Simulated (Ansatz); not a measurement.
## A computed series for hypothetical diamond Re: response to strain

The parent structure is Re in the diamond structure (space group Fd-3m, No. 227; a hypothetical phase, not in the database extracts checked; relaxed with 0.1 eV smearing).

```
CELL_PARAMETERS angstrom
      0.00000     2.82600     2.82600
      2.82600     0.00000     2.82600
      2.82600     2.82600     0.00000
ATOMIC_POSITIONS crystal
  Re 0.25000 0.25000 0.25000
  Re 0.00000 0.00000 0.00000
```

Cartesian axes are those of the cell as printed.

Strains are applied to the cell and any free atomic positions relax; under biaxial strain the out-of-plane vector relaxes too.

Levels (all Ansatz, a first-principles code, PAW): PBE (420 eV, no SOC); PBEsol (420 eV, spin-orbit coupling left out).

The base cell above is that of PBE; each level relaxes its own structures.

Notes on the quantities. pressure: mean of the normal stresses, compression positive.

| case | pressure, PBE | pressure, PBEsol |
|---|---|---|
| biaxial strain +0.62 %, plane normal [001], relaxed out of plane | -0.4 GPa | -0.3 GPa |
| isotropic strain +2.99 % | -13.0 GPa | -14.0 GPa |
| isotropic strain +4.58 % | -17.9 GPa | -19.4 GPa |
| uniaxial strain ε_zz = −1.69 % | 3.1 GPa | 3.4 GPa |

The two levels differ by at most about 1.5 GPa. They put the cases in the same order.

Whether these cells are dynamically stable was not tested. All final runs are without spin polarisation.
